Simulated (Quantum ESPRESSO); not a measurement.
A short convergence ladder for Na3BrO (Pm-3m, 5 atoms in the cell)

```
CELL_PARAMETERS angstrom
      4.51046     0.00000     0.00000
      0.00000     4.51046     0.00000
      0.00000     0.00000     4.51046
ATOMIC_POSITIONS crystal
  Na 0.00000 0.50000 0.50000
  Na 0.50000 0.00000 0.50000
  Na 0.50000 0.50000 0.00000
  Br 0.00000 0.00000 0.00000
  O  0.50000 0.50000 0.50000
```

Base method: LDA (PZ), GBRV 1.5 ultrasoft (LDA) pseudopotentials (plane waves; Quantum ESPRESSO).

Base settings: ecutwfc = 40 Ry; ecutrho = 200 Ry; occupations = smearing; smearing = fermi-dirac; degauss = 0.00147 Ry; potentials = {Na: na_lda_v1.5.uspp.F.UPF, Br: br_lda_v1.4.uspp.F.UPF, O: o_lda_v1.2.uspp.F.UPF}; K_POINTS = automatic 3 3 3 0 0 0; conv_thr = 1e-11 Ry; mixing_beta = 0.3.

Core times come from one kind of shared machine, to one figure; runs under 30 s give none.

**Zone-centre phonons against the cutoff**

In this ladder: occupations = fixed; smearing = default; degauss = default; nbnd = 24; ph.x.tr2_ph = 1e-14; ph.x.fildyn = dyn.G; ph.x.epsil = true; dynmat.x.fildyn = dyn.G; dynmat.x.asr = simple. Moved along: ecutrho.

The mesh stays at the base's, so the ladder's end is converged at best in this setting alone.

Frequencies are those of the unrelaxed cell, without the LO-TO term of polar crystals.

Only quantities that move along the ladder and can be compared are tabulated.

| ecutwfc | highest zone-centre frequency (cm⁻¹) | lowest optical frequency (cm⁻¹) | largest Born charge (mean of the diagonal) (e) | mean ε∞ | core time / last (rough) |
|---|---|---|---|---|---|
| 20 Ry | 254.4 | 77.7 | 2.107 | 3.586 | 0.4 |
| 28 Ry | 382.6 | 82.2 | 1.913 | 3.499 | 0.4 |
| 40 Ry | 379.9 | 81.3 | 1.899 | 3.499 | 1 |
| 48 Ry | 379.4 | 80.9 | 1.903 | 3.499 | 1 |

Coarsest ecutwfc that holds the highest zone-centre frequency within 1 cm⁻¹ of the last step, with all finer ones: 40 Ry; the step before is off by 3.2 cm⁻¹.

Coarsest ecutwfc that holds the mean ε∞ within 0.01 of the last step, with all finer ones: 28 Ry, at about 0.4 of the last step's time; the step before is off by 0.087.

Coarsest ecutwfc that holds the lowest optical frequency within 1 cm⁻¹ of the last step, with all finer ones: 40 Ry; the step before is off by 1.4 cm⁻¹.

On the base run: the starting cell comes from a database of computed structures (which also holds hypothetical and non-ambient phases and stackings), without a prior relaxation at this level. Its lattice was rescaled by up to half a per cent. A gap is left out here, as mesh or smearing make it unsure.
